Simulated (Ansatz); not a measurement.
SrZrO3 (Imma, No. 74, 10 atoms in the cell; start mp-1080575; a measured phase of this formula has another space group), treated with PBEsol in Ansatz (PAW).

Settings: plane-wave cutoff 520 eV, 8×8×8 k mesh, Fermi–Dirac smearing 0.01 eV, scalar-relativistic PAW data made under PBE.

Cell (relaxed with PBEsol):

```yaml
crystal:
  lattice:
    - [-2.89776, 4.06734, 2.90674]
    - [2.89776, -4.06734, 2.90674]
    - [2.89776, 4.06734, -2.90674]
  atoms:
    - { symbol: Sr, position: [0.23813, 0.48813, 0.75000] }
    - { symbol: Sr, position: [0.76187, 0.51187, 0.25000] }
    - { symbol: Zr, position: [0.50000, 0.00000, 0.50000] }
    - { symbol: Zr, position: [0.00000, 0.00000, 0.00000] }
    - { symbol: O, position: [0.66467, 0.91467, 0.75000] }
    - { symbol: O, position: [0.33533, 0.08533, 0.25000] }
    - { symbol: O, position: [0.20280, 0.50000, 0.20280] }
    - { symbol: O, position: [0.79720, 0.50000, 0.79720] }
    - { symbol: O, position: [0.79720, 0.00000, 0.29720] }
    - { symbol: O, position: [0.20280, 0.00000, 0.70280] }
```

Problem. Give the computed band gap and smallest direct gap on the k points sampled.

Solution. 
* **band gap**: 3.59 eV
* **smallest direct gap on the k points sampled**: 3.67 eV

Spin–orbit coupling is not included.

Computed values are for the static lattice.

Cost on a shared machine: about 90 core-seconds (a rough figure).

A start named mp-… is a Materials Project structure, which need not be a measured phase.

Ansatz is a quantum-chemistry and plane-wave program.
